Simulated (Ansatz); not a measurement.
## Input and output of a self-consistent single point for Ta3W (I4mm, 4 atoms in the cell) (Ansatz)

Method: LDA (PW92), default PAW files made with PBE (plane waves; Ansatz, a program for electronic structure).

Input:

Ansatz 0.2 input:
```yaml
# Ta3W
crystal:
  lattice:
    - [0.000000, 3.250839, 3.250839]
    - [3.250839, 0.000000, 3.250839]
    - [3.250839, 3.250839, 0.000000]
  atoms:
    - { symbol: Ta, position: [0.250000, 0.250000, 0.250000] }
    - { symbol: Ta, position: [0.750000, 0.750000, 0.750000] }
    - { symbol: Ta, position: [0.507690, 0.507690, 0.492310] }
    - { symbol: W, position: [0.000000, 0.000000, 0.000000] }
basis:
  ecutwfc: 420.0 eV
kpoints:
  mp_grid:
    grid: [9, 9, 9]
hamiltonian:
  xc: lda
  pseudopotentials:
    kind: paw
scf:
  occupations:
    method: gaussian
    width: 0.1 eV
output:
  forces: true
  eigenvalues: true
  stress: true
```

Output, abridged:

```
WARN ansatz: RAYON_NUM_THREADS=1 ignored (pool sized by the plan → 1); use --threads N
Pseudopotentials: kind: paw
Pseudopotential: Ta, paw, valence charge 13
Pseudopotential: W, paw, valence charge 14
Crystal: 4 atoms, lattice volume = 68.709 Å³
Basis set: ecut = 420 eV, 1363 PW (Γ)
Bands: 32, of which v1, the nominal top of the filled ones, is band 27 counted from 1 (26 counted from 0)
Symmetry: 8 space group operations
Space group: I4mm (ITA 107), of the structure as read, at distance tolerance 4.1e-5 Å
k-points: 75 of 729 (time reversal used)
PAW frozen core: Ta, regenerated for the run's functional, and the local potential with it
PAW frozen core: W, regenerated for the run's functional, and the local potential with it
Initial density: superposition of atomic densities (neutral atoms: chi_scale 0, normalization atom), corrected by the library's trained network
Initial wavefunctions: pseudopotential atomic-orbital guess
Eigensolver: davidson
Functional: x = slater, c = lda
SCF iter   1: F=—  HF=-39177.831766 eV  |F-HF|=—  |Δ(HF+E_count)|=         —  Δρ=6.85e-3  dr2=3.75e-2  ethr=1.77e-3  ⟨swp⟩=4.3  Hψ=9552  notcnv=0
all-band conjugate gradients solve this SCF's bands
preconditioner: auto → Kerker (q_TF=auto, 2.613 Å⁻¹)
SCF iter   2: F=—  HF=-39177.825239 eV  |F-HF|=—  |Δ(HF+E_count)|=   6.53e-3  Δρ=3.96e-3  dr2=1.09e-2  ethr=7.08e-5  ⟨swp⟩=1.0  Hψ=3000  notcnv=0
SCF iter   3: F=—  HF=-39177.822356 eV  |F-HF|=—  |Δ(HF+E_count)|=   2.88e-3  Δρ=5.64e-4  dr2=1.84e-4  ethr=2.06e-5  ⟨swp⟩=2.0  Hψ=3046  notcnv=0
SCF iter   4: F=—  HF=-39177.822296 eV  |F-HF|=—  |Δ(HF+E_count)|=   6.07e-5  Δρ=5.81e-5  dr2=1.42e-6  ethr=3.48e-7  ⟨swp⟩=2.0  Hψ=3112  notcnv=0
SCF iter   5: F=—  HF=-39177.822292 eV  |F-HF|=—  |Δ(HF+E_count)|=   3.27e-6  Δρ=7.15e-6  dr2=2.35e-8  ethr=2.68e-9  ⟨swp⟩=2.0  Hψ=3099  notcnv=0
SCF iter   6: F=-39177.822292 eV  HF=-39177.822292 eV  |F-HF|=6.18e-10  |Δ(HF+E_count)|=   2.37e-9  Δρ=1.43e-6  dr2=1.25e-9  ethr=4.43e-11  ⟨swp⟩=5.0  Hψ=9541  notcnv=0
SCF 1 converged in 6 iterations: F = -39177.822292 eV  dr2 = 1.25e-9
SCF converged after 6 iterations
Free energy (F): -39177.822292 eV
Harris-Foulkes:  -39177.822292 eV  (|F-HF|=6.18e-10)
Internal energy: -39177.800853 eV  (E = F + TS)
E sigma→0 (E₀):  -39177.811573 eV
Entropy (-TS):   -0.021439 eV (-5.360 meV/atom)
Fermi energy:    19.385610 eV
--- Per-component energies (eV) ---
  E_band       = -394.942175
  E_kinetic    = 1551.065323
  E_local      = -2249.136951  (includes V_loc(G=0)·N_el)
  E_nonlocal   = 69.694629
  E_hartree    = 785.234116
  E_xc         = -916.082689
  E_vxc        = -851.860415  (∫ρ·V_xc dr)
  E_paw        = -32756.992896  (= ΣΔE_a)
  E_vpaw       = -485.173599  (= ΣTr[D̂ρ^β])
  E_aug_tail   = 0.000335  (compensation charges beyond the density's cutoff)
  E_ewald      = -5662.642582
  E_core_change = 1.059861  (= ΣΔE_core)
  E_smearing   = -0.021439  (= −TS)
  E_closure    = 0.000000  (closes the sum)
  Σ components = -39177.822292   (vs F -39177.822292, Δ=0.00e0)
--- Forces (eV/Å), atoms counted from 1 ---
  atom   1  Ta    -0.00000000    -0.00000000     0.26822579
  atom   2  Ta     0.00000000     0.00000000     0.26822579
  atom   3  Ta    -0.00000000     0.00000000    -0.61352494
  atom   4  W      0.00000000     0.00000000     0.07707996
  max |Σ_I F_I| component: 6.60e-6 eV/Å
--- Stress (GPa, compression-positive) ---
       -7.169747       0.000000      -0.000000
        0.000000      -7.169747      -0.000000
       -0.000000       0.000000      -7.217021
  P = ⅓ Tr σ = -7.1855 GPa (-71.855 kbar)
  The stress holds the Pulay correction. Without it, at fixed plane waves, as pw.x and ABINIT print it: P = -7.2266 GPa
--- Band table (eV; the first three rows and the last of 75) ---
  k-point 0: bands = ["-53.7305", "-47.6044", "-47.5095", "-47.4207", "-18.0025", "-18.0019", "-18.0019", "-14.3827", "-14.3827", "-14.3685", "-14.2093", "-14.2005", "-14.2005", "-13.6769", "-13.6723", "-13.6723", "11.2367", "15.1700", "15.1759", [...]
  k-point 1: bands = ["-53.7305", "-47.6002", "-47.5104", "-47.4242", "-18.0034", "-18.0029", "-18.0021", "-14.4239", "-14.4043", "-14.3862", "-14.1851", "-14.1774", "-14.1320", "-13.7083", "-13.6745", "-13.6721", "11.4516", "15.3128", "15.3183", [...]
  k-point 2: bands = ["-53.7304", "-47.5884", "-47.5130", "-47.4339", "-18.0059", "-18.0054", "-18.0022", "-14.4559", "-14.4455", "-14.4210", "-14.1361", "-14.1325", "-14.0527", "-13.7694", "-13.6740", "-13.6716", "12.0620", "15.7230", "15.7263", [...]
  k-point 74: bands = ["-53.7300", "-47.5316", "-47.5202", "-47.4851", "-18.0248", "-18.0237", "-17.9896", "-14.5928", "-14.5848", "-14.2426", "-14.1551", "-13.9899", "-13.9549", "-13.9088", "-13.6489", "-13.6385", "14.6671", "14.8036", "15.5232", [...]
```

The run converged in 6 iterations.

The starting cell comes from a database of computed structures (which also holds hypothetical and non-ambient phases and stackings), without a prior relaxation at this level. Its lattice was rescaled by up to half a per cent. One atom was moved a little off its site on purpose. Spin-orbit coupling is off. Spin polarisation is off. With a pressure of about -7 GPa the cell is away from its equilibrium volume at this level. Ansatz's pressure includes its estimate of the finite-basis (Pulay) stress.
